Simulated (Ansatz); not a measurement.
We consider AuPb2 (I4/mcm, No. 140, 6 atoms in the cell; start mp-22795), described by r²SCAN (Ansatz, a quantum-chemistry and plane-wave program, PAW).

Settings: plane-wave cutoff 560 eV, 12×12×12 k mesh, Fermi–Dirac smearing 0.05 eV, scalar-relativistic PAW data made under PBE.

Cell (relaxed at this level):

```cif
data_Au4Pb8
_chemical_formula_sum 'Pb8 Au4'
_space_group_name_H-M_alt 'I4/mcm'
_space_group_IT_number 140
_space_group_name_Hall '-I 4 2c'
_cell_length_a 7.38760
_cell_length_b 7.38760
_cell_length_c 5.76611
_cell_angle_alpha 90.000
_cell_angle_beta 90.000
_cell_angle_gamma 90.000
loop_
_atom_site_label
_atom_site_type_symbol
_atom_site_symmetry_multiplicity
_atom_site_Wyckoff_symbol
_atom_site_fract_x
_atom_site_fract_y
_atom_site_fract_z
_atom_site_occupancy
Pb1 Pb 8 h 0.16052 0.33948 0.00000 1
Au1 Au 4 a 0.00000 0.00000 0.25000 1
```
(The calculation used a cell of 6 atoms; values per cell refer to that cell.)

**Question.** Estimate the bulk modulus that the calculation returns.

**Answer.** 
* **bulk modulus**: 63.0 GPa

The run finds no gap.

Note: the bulk modulus is −V dP/dV from two relaxed cells at ±2 % in volume; the relaxation could not lower the start's symmetry, so the cell can be a saddle point above a distorted one.

Spin–orbit coupling is not included; it can shift volumes and moduli of such heavy elements.

Computed values are for the static lattice.

Computing time: around 13 core-minutes (rough).

A start named mp-… is a Materials Project structure, which need not be a measured phase.
